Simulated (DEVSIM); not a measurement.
Device: abrupt Si p-n junction, at 300 K.

Layer 1 from the left is Si, thickness (μm) 19.0, Na (cm⁻³) 1.2e16, τn (s) 9.8e-6, τp (s) 9.8e-6. Layer 2 from the left is Si, thickness (μm) 9.00, Nd (cm⁻³) 2.9e17, τn (s) 9.8e-6, τp (s) 9.8e-6.

Left contact: ohmic. Right contact: ohmic. Voltage is applied to the left contact. Recombination: SRH at mid-gap, Auger. Gap narrowing is on: ΔEg = 6.92 meV × (l + √(l² + 0.5)), l = ln(N/1.3e17 cm⁻³), shared equally by both band edges. Mobility is constant in doping.

Constants are typed, rounded textbook-type inputs, not results; the design itself was drawn at random and stands for no fabricated device. Values at 300 K.

Si: gap (eV) 1.124, affinity (eV) 4.05, permittivity 11.7, Nc (cm⁻³) 2.86e19, Nv (cm⁻³) 3.1e19, μn (cm²/Vs) 1417, μp (cm²/Vs) 470, Cn (cm⁶/s) 2.8e-31, Cp (cm⁶/s) 9.9e-32.

DEVSIM, 1D drift-diffusion, Boltzmann statistics, complete ionisation; no tunnelling, impact ionisation, image-force lowering or self-heating.

Question: What does the simulation give for the largest field in the device at zero bias, the dark forward voltage at 100 A/cm², the potential step across the device at zero bias?

Answer: largest field in the device at zero bias 54000 V/cm; dark forward voltage at 100 A/cm² 0.768 V; potential step across the device at zero bias 0.795 V.
